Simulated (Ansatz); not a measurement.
An ideal cubic perovskite cell is held by its symmetry; such compounds can tilt or shift off centre at room temperature. The starting structures come from a database of crystals and need not be the phases stable at ambient conditions.

Inside the gap of an insulator the Bloch states are evanescent, with a wavenumber k + iκ along the transport direction.

Given:

```
CELL_PARAMETERS angstrom
      5.83901     0.00000     0.00000
      0.00000     8.25761     0.00000
      0.00000     4.12880     4.12880
ATOMIC_POSITIONS crystal
  Cs 0.00000 0.00000 0.00000
  Sn 0.50000 0.50000 0.00000
  Br 0.50000 0.50000 0.50000
  Br 0.50000 0.00000 0.50000
  Br 0.00000 0.50000 0.00000
```

Space group of this cell: Pm-3m, cubic perovskite. The cell is taken as given; by PBEsol its mean pressure is -0.8 GPa.

Transport runs along the normal of the first two printed cell vectors, the (110) plane of the conventional cell.

No gap correction and no spin-orbit coupling; mid-gap values are interpolated between computed energies.

**Question.** State the band gap and the smallest decay constant κ at mid-gap according to PBEsol (Ansatz, a first-principles code).

**Answer.** Gap 0.43 eV on a 8×8×8 mesh; κ = 0.035 1/Å, at (0.500, 0.000) of the in-plane reciprocal vectors. At the zone centre, at the nearest computed energy, the slowest state has κ = 0.13 1/Å.
